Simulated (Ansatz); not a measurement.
The decay constant κ of evanescent states in the gap governs leakage through a thin film.

Input:

```xyz
6
Lattice="4.2467 0.0000 0.0000 0.0000 6.0057 0.0000 0.0000 3.0029 3.0029" Properties=species:S:1:pos:R:3 pbc="T T T"
Cu     1.0617     6.0057     1.5014
Cu     3.1850     4.5043     0.0000
Cu     1.0617     3.0029     1.5014
Cu     3.1850     1.5014     0.0000
O      2.1233     3.0029     0.0000
O      0.0000     0.0000     0.0000
```

The cell is taken as given.

Transport runs along the normal of the first two printed cell vectors, the (110) plane of the conventional cell.

The gap is the functional's own, uncorrected, and κ follows it; spin-orbit coupling is left out. Mid-gap means the computed energy nearest the middle.

**Question.** State the band gap and the smallest decay constant κ at mid-gap according to Ansatz (a first-principles code) with r2SCAN.

**Answer.** Gap 0.79 eV on a 10×10×10 mesh; κ = 0.118 1/Å, at the zone centre.
